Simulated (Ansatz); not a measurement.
LaBr3 (P6₃/m, No. 176), treated with rVV10 (Ansatz, a first-principles code, PAW).

Numerical settings: plane-wave cutoff 520 eV, 6×6×8 k mesh (along the axes of the cell as run), Fermi–Dirac smearing 0.01 eV, scalar-relativistic PAW data made under PBE.

The volume scan:

```csv
V (Å³/atom),E − E_lowest (meV/atom),P (GPa)
30.368,5.34,1.418
31.001,1.28,0.663
31.634,0.00,0.000
32.267,1.17,-0.584
32.899,4.48,-1.088
```

Question: Fit the third-order Birch–Murnaghan equation and give B0 and B′.

Answer: V0 = 31.633 Å³/atom, B0 = 30.9 GPa, B′ = 5.7 (fit to the energies at full precision).

Shape and atoms are relaxed at each volume.

Note: the bulk modulus comes from volumes at which shape and atoms were relaxed.

Spin–orbit coupling is not included.

The computed numbers hold no vibrational or temperature effects.

Cost on a shared machine: about 27 core-minutes (a rough figure).
